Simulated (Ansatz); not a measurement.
Take GaN in the wurtzite structure (space group P6_3mc, No. 186; a = 3.183 Å, c = 5.184 Å) as the base.

Computed with r2SCAN in Ansatz (plane waves to 500 eV, PAW, without spin-orbit coupling), earlier PAW set.

For the base:

```
Item                            Result
-----------------------------  -------
Band gap                       2.35 eV
Width of the top valence band  2.85 eV
Lattice parameter a            3.183 Å
```

The change: Sb takes the place of N on all its sites, then cell and atoms are relaxed.

Question: Predict the new band gap, width of the top valence band and lattice parameter a.

Answer: The band gap falls by 1.94 eV (2.35 eV → 0.41 eV); the width of the top valence band increases by 0.026 eV to 2.87 eV; the lattice parameter a goes up by 1.138 Å, from 3.183 Å to 4.321 Å.

Spin-orbit coupling, missing from the scalar runs, can matter with Sb. Stability against distortions was not tested. For GaSb in this form, whether it has been made was not checked. This is not the structure that GaSb has at room temperature and ambient pressure.

Ansatz is a program for electronic structure.
